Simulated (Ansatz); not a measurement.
**Pt: energy against strain**

Pt (fcc, Fm-3m, 15.311 Å³/atom at rest) under an equal strain ε in the (001) plane with the normal axis free, as in a coherent film. r2SCAN in Ansatz, a plane-wave DFT program (PAW, default set), 500 eV, 29×29×29 Γ-centred mesh, Fermi-Dirac smearing 0.10 eV; ions are relaxed within the symmetry of each cell.

Here s stands for strain and y for E less E0.

```csv
strain (%),E less E0 (meV/atom)
-1.50,5.12
-1.00,2.12
-0.50,0.46
0.00,0.00
0.50,0.61
1.00,2.13
1.50,4.43
3.00,?
```

Taking a parabola for y over the 7 complete rows: Least squares gives y = 0.003 - 0.1357·s + 2.1210·s². Residuals (row less fit): 0.141, -0.140, -0.141, -0.003, 0.145, 0.142, -0.142; standard error 0.174 (degrees of freedom: 4). Twice the quadratic coefficient over the volume, 2 × 2.1210 meV × 10⁴ × 0.1602 / 15.311 Å³, is twice the biaxial elastic modulus of this plane = 444 ± 16 GPa.

Q: What does the fit predict for y at s = 3.00, and how far is the calculated value from it?

A: y = 0.003 - 0.1357 × 3.0 + 2.1210 × 3.0² = 18.685 meV/atom. The calculation gives 14.60 meV/atom, 4.085 meV/atom below the prediction (28.0 % of the range of y in the table). The row lies outside the fitted rows, so this is an extrapolation. From the scatter of the fitted rows alone, a prediction at this place has a standard error of 0.663 meV/atom, so the miss is 6.2 times that.

One order more, fitted to all 13 runs of the series, follows each within 0.03, so the miss is the next term of a smooth law. In a metal these values are sensitive to mesh and smearing; energies are taken to zero smearing, stresses follow the free energy. Rows are the converged runs of the series near zero and its far end; series whose fitted rows scatter by over a few per cent of the range, as at a crossing or softening among them, aren't shown in this form. Most that stay on the fit to the last digits aren't either.
